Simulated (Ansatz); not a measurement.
The reference is InSb in the zinc blende structure (space group F-43m, No. 216).

```yaml
crystal:
  lattice:
    - [0.00000, 3.22485, 3.22485]
    - [3.22485, 0.00000, 3.22485]
    - [3.22485, 3.22485, 0.00000]
  atoms:
    - { symbol: In, position: [0.00000, 0.00000, 0.00000] }
    - { symbol: Sb, position: [0.25000, 0.25000, 0.25000] }
```

Cartesian axes are those of the cell as printed.

Level of theory: LDA (Ansatz, an electronic-structure program, PAW, scalar-relativistic without spin-orbit coupling).

Base values:

| Property | Result |
|---|---|
| Shortest interatomic distance | 2.793 Å |
| Pressure | 0.0 GPa |
| Band gap | zero |

It is then changed as follows: a pure shear with ε_xy = ε_yx = 0.0086; the atoms relax in the strained cell.

Q: How does this affect the energy relative to the base, shortest interatomic distance, pressure and band gap?

A: The energy increases by 0.9 meV/atom; the shortest interatomic distance decreases by 0.005 Å (2.793 Å → 2.788 Å); the pressure (mean of the normal stresses, compression positive) stays 0.0 GPa; the band gap stays zero.

Spin-orbit coupling, missing from the scalar runs, can matter with Sb. Whether these cells are dynamically stable was not tested. The final runs are not spin-polarised. Gaps under 0.05 eV, about the width of the smearing, are given as zero. The zero or small gap of InSb can change with the level of theory.
